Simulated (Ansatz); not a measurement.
Start from TiB$_{2}$ (space group P6/mmm, No. 191; a = 3.032 Å, c = 3.224 Å; relaxed with 0.1 eV smearing). Axes: x lies along a and z along c of the hexagonal cell.

Calculations: plane-wave PAW DFT at the PBE level (Ansatz, an electronic-structure program, 420 eV), no spin-orbit coupling.

Before the change:

```
Quantity                        Result
-----------------------------  -------
Pressure                       0.0 GPa
Shortest interatomic distance  1.751 Å
```

Modification: uniaxial strain ε_zz = −0.50 %, all other strain components held at zero; the atoms relax in the strained cell.

**Question.** How does this affect the energy relative to the base, pressure and shortest interatomic distance?

**Answer.** The energy rises by 0.3 meV/atom; the pressure (mean of the normal stresses, compression positive) goes from zero to 1.1 GPa; the shortest interatomic distance is still 1.751 Å.

Stability against distortions was not tested. The final runs are not spin-polarised.
